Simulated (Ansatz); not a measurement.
Cost and result by functional for the surface energy of the (21-31) surface of hcp Mg in its 1x1 cell, outermost plane spacing 0.17 Å in the ideal cut, in Ansatz (plane waves, PAW). Single points on the PBE structure, on one kind of machine; costs are rough ratios of the slab run's core time (references not counted) to the cheapest single point. r2SCAN's cost holds its higher cutoff (500 against 420 eV). Differences are taken against r2SCAN for comparison alone: no measured value is at hand, so the table doesn't rank accuracy.

Model: 22-atom slab, 10.4 Å thick at the start (thin: gaps and levels are the slab's own), 7x5x1 mesh, Fermi-Dirac 0.1 eV, dipole correction, all atoms relaxed; held to the start's symmetry, so lower structures may exist; no spin, no spin-orbit, no U. These notes are the PBE run's.

```json
[
 {"functional": "LDA", "relative cost": "1", "surface energy (J/m²)": "0.82", "less r2SCAN (J/m²)": "0.00"},
 {"functional": "PBEsol", "relative cost": "1", "surface energy (J/m²)": "0.81", "less r2SCAN (J/m²)": "-0.01"},
 {"functional": "RPBE", "relative cost": "1", "surface energy (J/m²)": "0.67", "less r2SCAN (J/m²)": "-0.15"},
 {"functional": "r2SCAN", "relative cost": "2", "surface energy (J/m²)": "0.82", "less r2SCAN (J/m²)": "0.00"},
 {"functional": "PBE (the relaxed run's value)", "relative cost": "–", "surface energy (J/m²)": "0.73", "less r2SCAN (J/m²)": "-0.09"}
]
```

The values span 0.15 J/m², while the single points' costs differ by a factor of roughly 2. Differences are of unrounded values.

Ansatz is a first-principles code.
